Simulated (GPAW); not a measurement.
Troubleshooting GPAW: a failed run on Te4Mo3WSe2S2 (P3m1, 12 atoms in the cell). The aim is a self-consistent single point with DFT PBEsol, plane waves, GPAW PAW datasets PBEsol (made by gpaw-setup).

Cell that was meant: a = 3.3847 Å, b = 3.3847 Å, c = 38.6803 Å, α = 90.00°, β = 90.00°, γ = 120.00°.

Part of the input:

```python
            xc='PBEsol',
            kpts=(7, 7, 1),
            occupations={'name': 'methfessel-paxton', 'width': 0.1, 'order': 0},
            nbands=50,
            convergence={'forces': 0.001},
            symmetry={'symmorphic': False, 'tolerance': 0.0005},
            maxiter=120)
```

Output, abridged:

```
Input parameters:
  convergence: {forces: 0.001}
  kpts: [7 7 1]
  maxiter: 120
  mode: {ecut: 550.0,
         name: pw}
  nbands: 50
  occupations: {name: methfessel-paxton,
                order: 0,
                width: 0.1}
  symmetry: {symmorphic: False,
             tolerance: 0.0005}
  xc: PBEsol

species:
  Te:
    name: Tellurium
    Z: 52.0
    valence: 6
    core: 46
    charge: 0.0
    file: Te.PBEsol.gz

    # Using partial waves for Te as LCAO basis

  Mo:
    name: Molybdenum
    Z: 42.0
    valence: 14
    core: 28
    charge: 0.0
    file: Mo.PBEsol.gz

    # Using partial waves for Mo as LCAO basis

  W:
    name: Tungsten
    Z: 74.0
    valence: 14
    core: 60
    charge: 0.0
    file: W.PBEsol.gz

    # Using partial waves for W as LCAO basis

  Se:
    name: Selenium
    Z: 34.0
    valence: 6
    core: 28
    charge: 0.0
    file: Se.PBEsol.gz

    # Using partial waves for Se as LCAO basis

  S:
    name: Sulfur
    Z: 16.0
    valence: 6
    core: 10
    charge: 0.0
    file: S.PBEsol.gz

    # Using partial waves for S as LCAO basis

Reference energy: -1661511.601059  # eV

Spin-paired calculation

Traceback (most recent call last):
   [... frames left out ...]
ValueError: Too few bands!  Electrons: 104.000000, bands: 50
```

Q: From the messages shown, name the fault and mend the input.

A: The fault is too few bands; here the program stops on it instead of giving results. To fix it, raise the band count or leave it to the default. The program stopped before any SCF iteration.

An input that runs soundly differs in these lines (not the only fix; some lines may just follow from the change or write a value another way):
```diff
-            nbands=50,
+            nbands=-18,
```

With that input, the run converged in 30 iterations: free energy E − TS (from the program's reference atoms) -85.3307 eV; pressure -2.73 GPa; largest force (vector length) 0.429 eV/Å (DFT PBEsol, plane waves, GPAW PAW datasets PBEsol (made by gpaw-setup)).

On the sound input: the starting cell comes from a database of computed structures (which also holds hypothetical and non-ambient phases and stackings), without a prior relaxation at this level. Its lattice was rescaled by a random factor within 2.5 % of one. Spin-orbit coupling is off. Spin polarisation is off.
